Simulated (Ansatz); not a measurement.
**A computed series for HfO2: pressure series**

Base system: HfO$_{2}$ in the fluorite structure (space group Fm-3m, No. 225; a = 5.058 Å).

Cell and atoms are relaxed at each pressure.

Method: Ansatz (a program for electronic structure) r2SCAN, no spin-orbit coupling.

```json
[
 {"pressure (GPa)": "-2", "volume per atom (Å³/atom)": "10.868"},
 {"pressure (GPa)": "-1", "volume per atom (Å³/atom)": "10.827"},
 {"pressure (GPa)": "0", "volume per atom (Å³/atom)": "10.786"},
 {"pressure (GPa)": "3", "volume per atom (Å³/atom)": "10.670"},
 {"pressure (GPa)": "7", "volume per atom (Å³/atom)": "10.524"},
 {"pressure (GPa)": "15", "volume per atom (Å³/atom)": "10.261"},
 {"pressure (GPa)": "50", "volume per atom (Å³/atom)": "9.391"},
 {"pressure (GPa)": "75", "volume per atom (Å³/atom)": "?"},
 {"pressure (GPa)": "100", "volume per atom (Å³/atom)": "8.573"}
]
```

Question: Fit the third-order Birch–Murnaghan form P(V) = (3B₀/2)[(V₀/V)^(7/3) − (V₀/V)^(5/3)]·[1 + (3/4)(B₀′ − 4)((V₀/V)^(2/3) − 1)] (squares taken in P) to the rows shown and predict the withheld row.

Answer: Least squares on the printed values gives V₀ = 10.786 Å³/atom, B₀ = 271 GPa, B₀′ = 4.1; this predicts 8.940 Å³/atom, and the run gives 8.940 Å³/atom, in agreement.

Load acts through the strain it causes; cell and atoms are relaxed under it. Stability against distortions was not tested. No other phases were tried under pressure. This is not the structure that HfO2 has at room temperature and ambient pressure.
